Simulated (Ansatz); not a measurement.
Fermi-surface data of ScAl₃ under load (space group Pm-3m)

Input:

```
Al3Sc
1.0
    4.10332     0.00000     0.00000
    0.00000     4.10332     0.00000
    0.00000     0.00000     4.10332
Sc Al
1 3
Direct
  0.00000   0.00000   0.00000
  0.50000   0.00000   0.50000
  0.00000   0.50000   0.50000
  0.50000   0.50000   0.00000
```

These are PBEsol, rigid bands (plane waves, PAW, scalar-relativistic; Ansatz, an electronic-structure program) values and carry that method's errors. Condition of this run: hydrostatic pressure -2 GPa (the target of the relaxation). Cell: cell and atoms relaxed with PBEsol, then loaded as said.

```json
{
  "density of states at the Fermi level": "1.28 states/(eV·cell), both spins",
  "bare Sommerfeld coefficient": "0.75 mJ/(mol of atoms·K²)",
  "drude_plasma_energy": "5.7 eV",
  "root-mean-square Fermi velocity": "8.2e5 m/s",
  "resistivity times τ": "15.0 ×10⁻²² Ω·m·s"
}
```

A metal at this level (no band gap); rigid bands, thermally averaged at 300 K, both spins. Spin-orbit coupling is left out. τ is one relaxation time for all states.

Computed structure with no diffraction record at hand here (it may be known, metastable or hypothetical): ScAl3 under load (space group Pm-3m).
